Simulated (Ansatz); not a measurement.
**MgS: carrier doping**

Start from MgS in the rock salt structure (space group Fm-3m, No. 225).

```yaml
crystal:
  lattice:
    - [0.00000, 2.61486, 2.61486]
    - [2.61486, 0.00000, 2.61486]
    - [2.61486, 2.61486, 0.00000]
  atoms:
    - { symbol: Mg, position: [0.50000, 0.50000, 0.50000] }
    - { symbol: S, position: [0.00000, 0.00000, 0.00000] }
```

Carriers are added at fixed cell with a uniform background; the Fermi–Dirac width is that of 300 K.

Levels (all Ansatz, an electronic-structure program, PAW): PBE (420 eV, without spin-orbit coupling); PBEsol (420 eV, scalar-relativistic without spin-orbit coupling).

The base cell above is that of PBE; each level relaxes its own structures.

Notes on the quantities. Fermi level from band edge: Fermi level relative to the doped band's edge (positive inside the band; to 0.05 eV).

```tsv
case	Fermi level from band edge, PBE	Fermi level from band edge, PBEsol
electrons 5.0×10^20 cm⁻³	+0.30 eV	+0.30 eV
electrons 1.0×10^21 cm⁻³	+0.45 eV	+0.45 eV
electrons 2.0×10^21 cm⁻³	+0.65 eV	+0.65 eV
electrons 3.0×10^21 cm⁻³	+0.85 eV	+0.85 eV
holes 5.0×10^20 cm⁻³	+0.05 eV	+0.05 eV
holes 1.0×10^21 cm⁻³	+0.10 eV	+0.10 eV
holes 2.0×10^21 cm⁻³	+0.15 eV	+0.15 eV
holes 3.0×10^21 cm⁻³	+0.20 eV	+0.20 eV
```

The two levels differ by at most about 0.05 eV. They put the cases in the same order.

Carriers are added with a uniform compensating background; total energy and stress of such cells depend on the potential's zero and are not compared; many-body gap narrowing is missing at this level. No phonon test of stability was made. The base started in P3_121 and relaxed to Fm-3m at this level.
